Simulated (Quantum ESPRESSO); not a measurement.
Troubleshooting Quantum ESPRESSO: a failed run on MgSiO4 (P1, 6 atoms in the cell). The aim is a self-consistent single point with DFT, PBEsol, plane waves, GBRV 1.5 ultrasoft (PBESOL) pseudopotentials.

Cell that was meant: a = 4.4979 Å, b = 2.8363 Å, c = 4.6260 Å, α = 90.00°, β = 93.39°, γ = 90.00°.

Part of the input:

```fortran
/
&electrons
 conv_thr = 1.0d-8,
 electron_maxstep = 2,
/
ATOMIC_SPECIES
Mg    24.3050  mg_pbesol_v1.4.uspp.F.UPF
```

Output, abridged:

```
     Self-consistent Calculation

     iteration #  1     ecut=    40.00 Ry     beta= 0.70

     total energy              =    -263.53758765 Ry
     estimated scf accuracy    <       0.67419181 Ry

     iteration #  2     ecut=    40.00 Ry     beta= 0.70

     total energy              =    -263.54589107 Ry
     estimated scf accuracy    <       1.62906821 Ry
     End of self-consistent calculation

     convergence NOT achieved after   2 iterations: stopping

   JOB DONE.
```

Question: What caused this, and what should be changed?

Answer: The fault is an iteration limit that is too low. The loop is cut before its threshold is met, so whatever is printed at the end is not self-consistent. To fix it, raise the limit, or leave it to the default. The run ended unconverged after 2 iterations.

The sound input it was made from differs as follows (other fixes are possible):
```diff
- electron_maxstep = 2,
```

With that input, the run converged in 13 iterations: free energy E − TS -3589.8490 eV; Fermi level (on the code's own zero) 5.41 eV; pressure -5.72 GPa; largest force (vector length) 0.714 eV/Å (DFT, PBEsol, plane waves, GBRV 1.5 ultrasoft (PBESOL) pseudopotentials).

On the sound input: the starting cell comes from a database of computed structures (which also holds hypothetical and non-ambient phases and stackings), without a prior relaxation at this level. Its atoms were displaced at random from the sites of space group no. 10. With a pressure of about -6 GPa the cell is away from its equilibrium volume at this level. The run gives no clean gap (levels at the Fermi energy touch, overlap or are partly filled at this smearing), which alone does not show that the compound is a metal.
